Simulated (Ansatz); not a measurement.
**A computed series for BP: response to strain**

Consider BP in the zinc blende structure (space group F-43m, No. 216; a = 4.537 Å). Axes: x, y, z lie along the cube axes.

Strains are applied to the cell and any free atomic positions relax; under biaxial strain the out-of-plane vector relaxes too.

Calculations: r2SCAN in Ansatz (plane waves to 500 eV, PAW, no spin-orbit coupling).

Notes on the quantities. pressure: mean of the normal stresses, compression positive.

```json
[
 {"case": "base", "out-of-plane strain": "–", "pressure": "0.00 GPa", "shortest interatomic distance": "1.964 Å", "band gap": "1.41 eV"},
 {"case": "biaxial strain −2.50 %, plane normal [111], relaxed out of plane", "out-of-plane strain": "+0.46 %", "pressure": "8.59 GPa", "shortest interatomic distance": "1.927 Å", "band gap": "1.19 eV"},
 {"case": "biaxial strain −2.08 %, plane normal [111], relaxed out of plane", "out-of-plane strain": "+0.38 %", "pressure": "7.02 GPa", "shortest interatomic distance": "1.933 Å", "band gap": "1.24 eV"},
 {"case": "biaxial strain −1.67 %, plane normal [111], relaxed out of plane", "out-of-plane strain": "+0.30 %", "pressure": "5.54 GPa", "shortest interatomic distance": "1.939 Å", "band gap": "1.28 eV"},
 {"case": "biaxial strain −1.25 %, plane normal [111], relaxed out of plane", "out-of-plane strain": "+0.22 %", "pressure": "4.07 GPa", "shortest interatomic distance": "1.945 Å", "band gap": "1.32 eV"},
 {"case": "biaxial strain −0.83 %, plane normal [111], relaxed out of plane", "out-of-plane strain": "+0.15 %", "pressure": "2.66 GPa", "shortest interatomic distance": "1.952 Å", "band gap": "1.35 eV"},
 {"case": "biaxial strain −0.42 %, plane normal [111], relaxed out of plane", "out-of-plane strain": "+0.07 %", "pressure": "1.32 GPa", "shortest interatomic distance": "1.958 Å", "band gap": "1.38 eV"}
]
```

No phonon test of stability was made.

Ansatz is a first-principles code.
